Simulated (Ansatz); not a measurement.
**A computed series for Sn: thickness series**

The reference is Sn in the diamond structure (space group Fd-3m, No. 227).

```yaml
crystal:
  lattice:
    - [0.00000, 3.27007, 3.27007]
    - [3.27007, 0.00000, 3.27007]
    - [3.27007, 3.27007, 0.00000]
  atoms:
    - { symbol: Sn, position: [0.25000, 0.25000, 0.25000] }
    - { symbol: Sn, position: [0.00000, 0.00000, 0.00000] }
```

Cartesian axes are those of the cell as printed.

Free-standing slabs (2 atom(s) a layer) normal to [110] with 15 Å of vacuum; in-plane cell held at bulk.

Level of theory: Ansatz (an electronic-structure program) PBEsol, without spin-orbit coupling.

Notes on the quantities. excess energy per area of both faces: slab less bulk energy over the cell's area: twice a surface energy; uncertain by up to 0.07 J/m²; layer's space group: with vacuum.

| variant | excess energy per area of both faces | layer's space group | thickness between the outermost nuclei | change of the spacing d12 from its bulk value of 2.312 Å |
|---|---|---|---|---|
| 2 layers | 1.34 J/m² | Pmna (No. 53) | 2.22 Å | – |
| 3 layers | 1.57 J/m² | Pmma (No. 51) | 4.54 Å | -1.8 % |
| 4 layers | 1.68 J/m² | Pmna (No. 53) | 6.98 Å | -0.1 % |
| 5 layers | 1.74 J/m² | Pmma (No. 51) | 9.28 Å | 0.0 % |
| 6 layers | 1.8 J/m² | Pmna (No. 53) | 11.70 Å | +1.1 % |
| 7 layers | 1.8 J/m² | Pmma (No. 51) | 14.02 Å | +1.0 % |

Slab and bulk use different k-meshes, which limits the precision of the excess energy. Stability against distortions was not tested.
